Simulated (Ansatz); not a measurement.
# Nb under a change: uniaxial strain ε_zz = −2.00 %

The reference is Nb in the bcc (W type) structure (space group Im-3m, No. 229; a = 3.248 Å; relaxed with 0.1 eV smearing). Axes: x, y, z lie along the cube axes.

Modification: the cell is compressed by 2.00 % along z with no lateral relaxation, atoms relaxed at fixed cell.

Method: LDA in Ansatz (plane waves to 420 eV, PAW, without spin-orbit coupling). Settings: 28×28×28 k-points, 0.1 eV Fermi–Dirac smearing.

The volume per atom falls by 0.34 Å³, from 17.14 Å³ to 16.80 Å³ and the shortest interatomic distance drops by 0.0186 Å, from 2.813 Å to 2.795 Å. The energy rises by 6.0 meV/atom and the pressure (mean of the normal stresses, compression positive) goes from zero to 4.0 GPa. The band gap remains zero and the stress (xx, yy, zz, yz, xz, xy; compression positive) is (3.1, 3.1, 5.7, 0.0, 0.0, 0.0) GPa.

Final structure:

```
Nb
1.0
   -1.62421     1.62421     1.59173
    1.62421    -1.62421     1.59173
    1.62421     1.62421    -1.59173
Nb
1
Direct
  0.00000   0.00000   0.00000
```

Stability against distortions was not tested. The final runs are not spin-polarised.

Ansatz is a quantum-chemistry and plane-wave program.
